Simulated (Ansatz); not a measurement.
What x(Mo) = 0.333, 3 atoms, P-3m1 does to W

Consider W in the bcc (W type) structure (space group Im-3m, No. 229; a = 3.1543 Å).

The other end (x = 1) is Mo in the bcc (W type) structure (space group Im-3m, No. 229): 15.33 Å³/atom, gap zero.

Now apply this change: a fraction x = 0.333 of the W sites is given to Mo, ordered in a cell of 3 atoms (starting symmetry P-3m1) and fully relaxed.

The values are results of PBEsol (Ansatz, a quantum-chemistry and plane-wave program), no SOC, not measurements. Settings: 12×12×17 k-points, 0.05 eV Fermi–Dirac smearing, for the changed cell.

```tsv
quantity	base	changed	shift
volume per atom	15.69 Å³	15.57 Å³	-0.12 Å³
band gap	zero	zero	–
mixing energy (to 0.01 eV only: unlike meshes or grids)	–	0.00 eV/atom	–
```

Cost of the whole job for the changed cell (relaxation, final SCF and bands): around 110 core-seconds (rough).

These are small ordered cells, not random alloys; other orderings at the same x differ. No phonon test of stability was made. All final runs are without spin polarisation.
